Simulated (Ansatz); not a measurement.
**SiC under a change: H interstitial (started 1.97 Å from the nearest host atom), symmetric start**

Consider a 16-atom supercell of SiC (space group P6_3mc, No. 186; a = 3.0776 Å, c = 10.0763 Å) at its relaxed geometry.

Perturbation: one H atom is added in an open site, starting 1.97 Å from the nearest host atom, atoms relaxed at fixed cell.

The values are results of r2SCAN in Ansatz (plane waves to 500 eV, PAW, no SOC), not measurements. Γ-centred 5×8×3 mesh, Fermi–Dirac width 0.01 eV.

The pressure goes from zero to 2.7 GPa and the largest displacement of a host atom from its site in the perfect cell amounts to 0.05 Å. The final site of the added atom comes out as 3 Si at 1.87–1.91 Å (trigonal pyramidal).

The magnetic state is the one reached from the starting moments; the real material's order can differ, and small cells can't hold many antiferromagnetic ones. The cell is small, so the values are those of an ordered compound at a high defect concentration; dilute-limit values will differ. The mesh was chosen for an insulator and is coarse for the gapless case. The defect started on the symmetric site and kept its symmetry, so it may sit on a saddle. The defect cell is spin-polarised and ends with 0.8 μB, a fractional moment that hangs on the mesh and smearing.

Ansatz is a first-principles code.
